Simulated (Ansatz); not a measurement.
**SnO (model structure, started from the 6H type, P6₃mc, No. 186, 12 atoms in the cell)**

Level of theory: r²SCAN+rVV10 (PAW; Ansatz, a quantum-chemistry and plane-wave program).

Settings: plane-wave cutoff 560 eV, 18×18×4 k mesh (along the axes of the cell as run), Fermi–Dirac smearing 0.05 eV, scalar-relativistic PAW data made under PBE.

Cell (relaxed at this level):

```
CELL_PARAMETERS angstrom
      3.27693     0.00000     0.00000
     -1.63847     2.83791     0.00000
      0.00000     0.00000    26.14679
ATOMIC_POSITIONS crystal
  Sn 0.00000 0.00000 0.00080
  Sn 0.00000 0.00000 0.50080
  Sn 0.66667 0.33333 0.83356
  Sn 0.33333 0.66667 0.33356
  Sn 0.66667 0.33333 0.16724
  Sn 0.33333 0.66667 0.66724
  O  0.00000 0.00000 0.87372
  O  0.00000 0.00000 0.37372
  O  0.66667 0.33333 0.70742
  O  0.33333 0.66667 0.20742
  O  0.66667 0.33333 0.04095
  O  0.33333 0.66667 0.54095
```

- band gap: 1.47 eV (on the SCF k mesh)
- Γ–Γ gap: 2.61 eV

Note: the relaxation could raise the start's symmetry but not lower it, so the cell can be a saddle point.

Spin–orbit coupling is not included.

The computed numbers hold no vibrational or temperature effects.

A model structure was made by putting elements into a prototype or built by hand; it is no filed structure, need not be a known phase, and can be a saddle point held by its symmetry.
